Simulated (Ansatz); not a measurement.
Start from Ag in the fcc (Cu type) structure (space group Fm-3m, No. 225; a = 4.0009 Å; relaxed with 0.1 eV smearing). Axes: x, y, z lie along the cube axes.

Structures relaxed with LDA/PAW in Ansatz (an electronic-structure program), no spin-orbit coupling.

Base:

Simulated powder pattern, Co Kα, λ = 1.79026 Å (kinematic, ideal powder, no thermal factors, no anomalous dispersion; the 10 strongest lines at most, above 2 %, up to 2θ = 90°):

```tsv
2θ (°)	I/Imax (%)	hkl
45.60	100	(111)
53.16	47	(200)
78.52	30	(220)
```

The change: uniaxial strain ε_zz = −2.00 %, all other strain components held at zero, atoms relaxed at fixed cell.

After the change:

Simulated powder pattern, Co Kα, λ = 1.79026 Å (kinematic, ideal powder, no thermal factors, no anomalous dispersion; the 10 strongest lines at most, above 2 %, up to 2θ = 90°):

```tsv
2θ (°)	I/Imax (%)	hkl
45.93	100	(111)
53.16	32	(200)
54.34	15	(002)
78.52	10	(220)
79.48	20	(202)
```

The indices refer to the base's conventional cell; one index is shown for lines that coincide. The space group is now I4/mmm (No. 139).

No phonon test of stability was made.
